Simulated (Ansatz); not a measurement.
# Several settings converged on a (001) slab of TiCd (cut from a parent of space group no. 129; 4 atoms in the cell)

```
CELL_PARAMETERS angstrom
      2.90254     0.00000     0.00000
      0.00000     2.90254     0.00000
      0.00000     0.00000    20.64351
ATOMIC_POSITIONS crystal
  Ti 0.00000 0.50000 0.45229
  Ti 0.50000 0.00000 0.54772
  Cd 0.00000 0.50000 0.66091
  Cd 0.50000 0.00000 0.33909
```

Base method: PBEsol, default PAW files made with PBE (plane waves; Ansatz, a quantum-chemistry and plane-wave program).

Base settings: basis.ecutwfc = 420 eV; kpoints.mp_grid.grid = 10 10 1; hamiltonian.xc = pbesol; hamiltonian.pseudopotentials = {kind: paw} (the program's default PAW files); scf.occupations.method = fermi_dirac; scf.occupations.width = 0.1 eV.

The count of work is k-points × plane waves × bands × iterations; it is no time. 

**The vacuum**

The mesh stays at the base's, so the ladder's end is converged at best in this setting alone.

Only quantities that move along the ladder and can be compared are tabulated.

| vacuum between outermost atoms (Å) | free energy less the last step's (meV/atom) | largest difference of a force vector from the last step's (eV/Å) | count of work / last |
|---|---|---|---|
| 3.0 | -201.07 | 0.581 | 0.24 |
| 4.0 | -81.99 | 0.351 | 0.23 |
| 5.0 | -18.65 | 0.122 | 0.32 |
| 6.0 | -1.25 | 0.033 | 0.35 |
| 7.0 | 0.56 | 0.008 | 0.37 |
| 8.0 | 0.35 | 0.003 | 0.40 |
| 10.0 | 0.06 | 0.000 | 0.45 |
| 12.0 | 0.01 | 0.000 | 0.51 |
| 14.0 | 0.00 | 0.000 | 0.57 |
| 17.0 | 0.00 | 0.000 | 0.65 |
| 20.0 | 0.00 | 0.000 | 0.73 |
| 25.0 | 0.00 | 0.000 | 0.86 |
| 30.0 | 0.00 | 0.000 | 1.0 |

Smallest vacuum between outermost atoms (Å) that holds the free energy within 5 meV/atom of the last step, with all finer ones: 6.0, at 0.35 of the last step's count of work; the step before is off by 19 meV/atom.

Smallest vacuum between outermost atoms (Å) that holds the forces within 0.005 eV/Å of the last step, with all finer ones: 8.0, at 0.40 of the last step's count of work; the step before is off by 0.008 eV/Å.

**The k-point mesh**

Only quantities that move along the ladder and can be compared are tabulated.

```csv
kpoints.mp_grid.grid,free energy less the last step's (meV/atom),largest difference of a force vector from the last step's (eV/Å),count of work / last
2 2 1,49.34,0.844,0.025
3 3 1,-125.99,0.582,0.022
4 4 1,18.04,0.399,0.050
5 5 1,-3.55,0.043,0.044
6 6 1,-1.69,0.041,0.083
7 7 1,-1.34,0.019,0.083
8 8 1,2.48,0.016,0.12
10 10 1,0.06,0.014,0.17
11 11 1,-0.22,0.009,0.17
13 13 1,0.04,0.006,0.23
15 15 1,0.03,0.002,0.30
18 18 1,0.00,0.001,0.46
21 21 1,0.02,0.000,0.55
25 25 1,0.00,0.000,0.76
29 29 1,0.00,0.000,1.0
```

Coarsest kpoints.mp_grid.grid that holds the free energy within 2 meV/atom of the last step, with all finer ones: 10 10 1, at 0.17 of the last step's count of work; the step before is off by 2.5 meV/atom.

Coarsest kpoints.mp_grid.grid that holds the forces within 0.005 eV/Å of the last step, with all finer ones: 15 15 1, at 0.30 of the last step's count of work; the step before is off by 0.006 eV/Å.

**The plane-wave cutoff**

The mesh stays at the base's, so the ladder's end is converged at best in this setting alone.

Only quantities that move along the ladder and can be compared are tabulated.

| basis.ecutwfc | free energy less the last step's (meV/atom) | largest difference of a force vector from the last step's (eV/Å) | count of work / last |
|---|---|---|---|
| 210 eV | 6304.62 | 0.443 | 0.14 |
| 250 eV | 1312.36 | 0.102 | 0.17 |
| 295 eV | 172.53 | 0.027 | 0.21 |
| 355 eV | 6.28 | 0.001 | 0.28 |
| 420 eV | 1.36 | 0.000 | 0.35 |
| 505 eV | 0.59 | 0.000 | 0.47 |
| 630 eV | 0.25 | 0.000 | 0.65 |
| 840 eV | 0.00 | 0.000 | 1.0 |

Coarsest basis.ecutwfc that holds the forces within 0.01 eV/Å of the last step, with all finer ones: 355 eV, at 0.28 of the last step's count of work; the step before is off by 0.027 eV/Å.

Coarsest basis.ecutwfc that holds the free energy within 5 meV/atom of the last step, with all finer ones: 420 eV, at 0.35 of the last step's count of work; the step before is off by 6.3 meV/atom.

On the base run: the starting cell comes from a database of computed structures (which also holds hypothetical and non-ambient phases and stackings), without a prior relaxation at this level. The slab is cut from that crystal, and its faces are unrelaxed. Its lattice was rescaled by up to half a per cent. Spin polarisation is off.

Left out of this page: 1 run of the series outside the window shown, repeating another row's setting, or not comparable.

Keys are those of Ansatz 0.2.
